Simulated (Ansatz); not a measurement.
CsCl-type NiAl, treated with r²SCAN0 (plane waves, PAW; Ansatz, a quantum-chemistry and plane-wave program).

Numerical settings: plane-wave cutoff 520 eV, 10×10×10 k mesh, Fermi–Dirac smearing 0.05 eV, no spin polarisation, scalar-relativistic PAW data made under PBE.

Cell (relaxed at this level):

Space group Pm-3m (No. 221); a = 2.8441 Å, b = 2.8441 Å, c = 2.8441 Å, α = 90.00°, β = 90.00°, γ = 90.00°

```json
[
 {"atom": "Al", "site": "1b", "symmetry": "m-3m", "x": "0.5000", "y": "0.5000", "z": "0.5000"},
 {"atom": "Ni", "site": "1a", "symmetry": "m-3m", "x": "0.0000", "y": "0.0000", "z": "0.0000"}
]
```

**Question.** Give the computed bulk modulus B0 and pressure derivative B′ of the bulk modulus.

**Answer.** 
- bulk modulus B0: 185 GPa
- pressure derivative B′ of the bulk modulus: 4.3

Measured, for comparison: bulk modulus 156 GPa (room temperature, not corrected to a static lattice; as tabulated in Yamada et al. (2019), arXiv:1910.09660). Computed (rounded) less measured: bulk modulus +19 %.

Note: the run has no spin polarisation, so it can have missed a magnetic state.

Computed values are for the static lattice.
